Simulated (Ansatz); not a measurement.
## A computed series for GaAs: alloy series

Take GaAs in the zinc blende structure (space group F-43m, No. 216; a = 5.746 Å) as the base.

The other end (x = 1) is GaP in the zinc blende structure (space group F-43m, No. 216): 20.87 Å³/atom, gap 1.58 eV.

P replaces a fraction x of As; each row is one arrangement (x, atoms in the cell, starting space group or random), fully relaxed.

The values are results of PBE, PAW, 420 eV (Ansatz, an electronic-structure program; no spin-orbit coupling), not measurements.

```csv
change,shortest interatomic distance,density,electron mass
base,2.488 Å,5.07 g/cm³,–
"x(P) = 0.25, 8 atoms, Amm2",2.412 Å,4.83 g/cm³,___
"x(P) = 0.667, 6 atoms, I-4m2",2.398 Å,4.40 g/cm³,___
"x(P) = 0.75, 8 atoms, I-42m",2.384 Å,4.31 g/cm³,0.078 mₑ (at Γ)
"x(P) = 0.75, 8 atoms, P-4m2",2.394 Å,4.31 g/cm³,0.077 mₑ (at Γ)
```

Problem. What belongs in the blanks?

Solution. 
- x(P) = 0.25, 8 atoms, Amm2, electron mass: 0.030 mₑ along a, 0.032 mₑ along b, 0.031 mₑ along c (at Γ)
- x(P) = 0.667, 6 atoms, I-4m2, electron mass: 0.069 mₑ (at Γ)

These are small ordered cells, not random alloys; other orderings at the same x differ. Masses are band curvatures over ±0.01 Å⁻¹ around the edge. Whether these cells are dynamically stable was not tested.
